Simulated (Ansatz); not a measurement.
The parent structure is GaCuSe2 in the chalcopyrite structure (space group I-42d, No. 122; a = 5.608 Å, c = 11.098 Å). Axes: x, y, z lie along a, b, c of the conventional cell.

Computed with r2SCAN, PAW, 500 eV (Ansatz, a program for electronic structure; no spin-orbit coupling).

Strains are applied to the cell and any free atomic positions relax; under biaxial strain the out-of-plane vector relaxes too.

One change was made to it. Results:

```csv
quantity,base,after
gap character,direct at Γ,direct at Γ
band gap,0.57 eV,1.29 eV
"pressure (mean of the normal stresses, compression positive)",0.00 GPa,14.09 GPa
```

**Question.** Which change produced these results?
(A) biaxial strain +2.13 %, plane normal [001], relaxed out of plane
(B) uniaxial strain ε_yy = −0.81 %
(C) isotropic strain −4.67 %
(D) tensor shear ε_xy = −3.86 %

**Answer.** C, isotropic strain −4.67 %. For comparison, the band gap in the other runs: tensor shear ε_xy = −3.86 % gives 0.51 eV; biaxial strain +2.13 %, plane normal [001], relaxed out of plane gives 0.48 eV; uniaxial strain ε_yy = −0.81 % gives 0.60 eV.

Whether these cells are dynamically stable was not tested. The final runs are not spin-polarised. Labels are those of the standard path for the cell's own space group.
